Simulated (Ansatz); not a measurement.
**Response to strain in CdS**

Take CdS in the zinc blende structure (space group F-43m, No. 216) as the base.

```yaml
crystal:
  lattice:
    - [0.00000, 2.87831, 2.87831]
    - [2.87831, 0.00000, 2.87831]
    - [2.87831, 2.87831, 0.00000]
  atoms:
    - { symbol: Cd, position: [0.00000, 0.00000, 0.00000] }
    - { symbol: S, position: [0.25000, 0.25000, 0.25000] }
```

Cartesian axes are those of the cell as printed.

Strains are applied to the cell and any free atomic positions relax; under biaxial strain the out-of-plane vector relaxes too.

All numbers come from LDA (Ansatz, a quantum-chemistry and plane-wave program; PAW; 420 eV plane waves; spin-orbit coupling left out).

Notes on the quantities. energy relative to the base: free energy F.

| biaxial strain, plane normal [001], relaxed out of plane (%) | energy relative to the base (meV/atom) |
|---|---|
| 0 | 0.0 |
| 0.5 | 0.2 |
| 1 | 0.7 |
| 1.5 | 1.7 |
| 2 | ? |
| 2.5 | 4.5 |
| 3 | 6.4 |

Task: Fit ΔE = Aε² + Bε³ (ε in %) to the rows shown and predict the withheld row.

Result: Least squares on the printed values gives A = 0.770 and B = -0.020 meV/atom (largest residual 0.1 meV/atom); this predicts 2.9 meV/atom, and the run gives 2.9 meV/atom, in agreement.

Stability against distortions was not tested.
